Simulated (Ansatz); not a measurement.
Take Ni in the diamond structure (space group Fd-3m, No. 227; a = 5.007 Å; ferromagnetic; a hypothetical phase, not in the database extracts checked) as the base. Axes: x, y, z lie along the cube axes.

Calculations: PBEsol/PAW in Ansatz (an electronic-structure program), scalar-relativistic without spin-orbit coupling.

Base values:

* **Largest site moment**: 0.83 μB
* **Magnetic state**: ferromagnetic

Perturbation: a free-standing slab of 1 layer (2 atoms, 2 a layer) is cut normal to [110], with 15 Å of vacuum and the in-plane cell held at bulk.

Estimate the effect on the largest site moment and magnetic state.

The largest site moment rises by 0.17 μB, from 0.83 μB to 1.00 μB; the magnetic state remains ferromagnetic.

Other magnetic orders, which the real material may have, were not ruled out. Stability against distortions was not tested.
